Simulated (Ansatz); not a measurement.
Total g(r) from a molecular-dynamics run [in the run: 2×2×2 k-points, which a denser mesh shifts by -0.3 GPa in pressure and 0.03 eV/Å in forces]. Method: PBE (plane waves, PAW; Ansatz, a quantum-chemistry and plane-wave program).

(r (Å), g(r)): (1.02, 0.00); (1.14, 0.00); (1.26, 0.00); (1.38, 0.00); (1.50, 0.00); (1.62, 0.00); (1.74, 0.00); (1.86, 0.00); (1.98, 0.00); (2.10, 0.00); (2.22, 0.00); (2.34, 0.00); (2.46, 0.00); (2.58, 0.56); (2.70, 7.28); (2.82, 6.83); (2.94, 0.82); (3.06, 0.01); (3.18, 0.00); (3.30, 0.00); (3.42, 0.00); (3.54, 0.00); (3.66, 0.10); (3.78, 0.86)

**Question.** Which system gave this curve?
(A) Si15P, liquid, 2135 K
(B) Si15Sb, liquid, 1755 K
(C) GaN (wurtzite), crystal, 667 K
(D) Pd (fcc), crystal, 311 K, 7.4 GPa

**Answer.** D, Pd (fcc), crystal, 311 K, 7.4 GPa
